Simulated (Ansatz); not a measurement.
Base system: Mo in the bcc (W type) structure (space group Im-3m, No. 229).

```
Mo
1.0
   -1.57529     1.57529     1.57529
    1.57529    -1.57529     1.57529
    1.57529     1.57529    -1.57529
Mo
1
Cartesian
  0.00000   0.00000   0.00000
```

Cartesian axes are those of the cell as printed.

All numbers come from r2SCAN (Ansatz, a first-principles code; PAW; 500 eV plane waves; scalar-relativistic without spin-orbit coupling).

Base values:

* **Pressure**: 0.0 GPa
* **Band gap**: zero
* **Shortest interatomic distance**: 2.728 Å

Perturbation: uniaxial strain ε_zz = −0.19 %, all other strain components held at zero, atoms relaxed at fixed cell.

Task: How does this affect the energy relative to the base?

Result: The energy is nearly the same.

Task: What does the calculation give for the pressure after the change?

Result: The pressure (mean of the normal stresses, compression positive) goes from zero to 0.5 GPa.

Task: What happens to the band gap?

Result: The band gap stays zero.

Task: What does the calculation give for the shortest interatomic distance after the change?

Result: The shortest interatomic distance stays essentially unchanged (2.728 Å against 2.727 Å).

Without a gap, meshes like the base's 21×21×21 leave anisotropic stresses uncertain by several tenths of a GPa, and small strain energies with them. No phonon test of stability was made. The final runs are not spin-polarised.
